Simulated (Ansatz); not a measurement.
A periodic model of amorphous Al12Ta10O43:

```xyz
65
Lattice="9.2776 0.0212 -0.0491 0.0212 9.5704 -0.0390 -0.0491 -0.0390 9.3783" Properties=species:S:1:pos:R:3 pbc="T T T"
Al     1.5372     4.1865     0.1549
Al     3.0768     5.2557     6.6896
Al     0.1973     4.1988     6.3352
Al     7.9741     1.5398     4.8364
Al     9.0570     2.4472     2.1029
Al     4.7855     6.3136     9.0884
Al     6.5658     4.5371     2.0263
Al     7.1937     6.2303     7.5302
Al     0.9504     6.9319     8.3183
Al     5.9633     7.3211     2.1028
Al     8.5560     8.8442     2.7052
Al     4.5133     5.6187     4.1895
Ta     9.1901     5.6040     2.9299
Ta     5.3690     2.1484     3.2629
Ta     2.6850     8.3116     5.4891
Ta     1.9871     2.3782     4.8479
Ta     5.9814     3.7093     6.7274
Ta     7.0810     9.0314     8.6678
Ta     1.1480     0.5339     0.2590
Ta     2.5647     7.1555     2.0279
Ta     6.2017     8.5517     5.2584
Ta     4.3763     2.1298     0.2484
O      2.0754     3.8201     6.1914
O      8.0831     9.2846     4.3998
O      2.7095     8.3031     3.5015
O      6.5625     2.4324     5.4476
O      3.2154     3.6169     0.2063
O      4.6170     4.6778     5.8409
O      8.3359     4.1172     1.8745
O      6.8833     9.5057     6.8011
O      5.3573     7.2483     3.8107
O      0.0191     2.4398     5.6951
O      7.8119     4.5327     6.8619
O      0.2664     0.5494     2.0209
O      7.4470     6.1930     2.8927
O      1.5443     8.1294     0.3462
O      1.5092     7.8253     6.8658
O      0.8918     5.0446     8.0148
O      2.8046     0.9538     8.9711
O      3.8045     2.5164     4.3844
O      5.9347     7.5568     8.4451
O      0.4484     7.4442     2.8326
O      3.0852     6.3904     5.3057
O      5.8533     0.6670     9.3336
O      5.7716     5.8139     1.1471
O      7.2269     8.5025     1.5453
O      8.9101     0.3242     8.5144
O      5.6191     4.2546     3.5289
O      7.6036     2.0061     3.1260
O      1.1653     2.8037     3.2422
O      3.2620     5.6628     2.8815
O      5.0644     2.5658     7.8358
O      5.6213     0.4245     4.0129
O      4.2019     7.6149     1.1578
O      4.0945     1.3901     2.0357
O      1.2466     5.5351     1.3502
O      4.4067     8.6913     6.0795
O      5.8609     5.1441     8.1087
O      5.8238     3.0048     1.3652
O      1.9558     0.5727     5.3144
O      0.2070     5.1426     4.7575
O      0.7176     2.5696     0.5336
O      8.4471     7.1953     8.3424
O      6.8309     6.9230     5.9315
O      3.2481     6.0827     8.2384
```

Level of theory: PBE, scalar-relativistic without spin-orbit coupling (plane waves to 420 eV, PAW; Ansatz, an electronic-structure program).

It comes from a melt-quench run on a machine-learned potential (CHGNet), relaxed afterwards by DFT. O atoms were pushed apart under 1.9 Å during the dynamics, to hinder bonds among them. The hot cell started wider than the set density and was brought back towards it in steps. It is the lowest in DFT energy of 2 quenches. It is a model cell: composition and starting density were chosen by hand, and all elements were melted together. No dispersion term was used. Its density started from a set value of 5.90 and ended at 5.63 g/cm³. The quench (nominally 240 K/ps over its main leg) was far faster than any real one, so the model tends to hold more defects than a real film. A cell of this size samples the disorder only roughly. Volume and shape were free in the relaxation.

Bonds are counted up to Al-Al 2.66 Å, Al-Ta 2.89 Å, Al-O 2.22 Å, Ta-Ta 3.12 Å, Ta-O 2.64 Å, O-O 1.58 Å. Two cations that share two anions don't count as bonded, nor two that share one unless they lie closer than Al-Al 2.59 Å, Al-Ta 2.81 Å, Ta-Ta 3.04 Å.

**Question.** Give the coordination numbers, mean bond lengths and angles.

**Answer.** 
```yaml
Mean coordination of Al by anions: 4.58 (5 with 4, 7 with 5)
Mean coordination of Ta by anions: 5.60 (5 with 5, 4 with 6, 1 with 7)
Mean coordination of O: 2.58 (18 with 2, 25 with 3)
Mean Ta-O bond: 2.002 Å (spread 0.147 Å, 56 counted)
Mean Al-O bond: 1.853 Å (spread 0.078 Å, 55 counted)
Bond angle at Al: mean 106.9°, spread 22.3°
Bond angle at Ta: mean 104.6°, spread 28.1°
Bond angle at O: mean 122.2°, spread 19.3°
```

**Question.** List the pairs of like atoms that count as bonded by the rules above.

**Answer.** There are none by these rules.
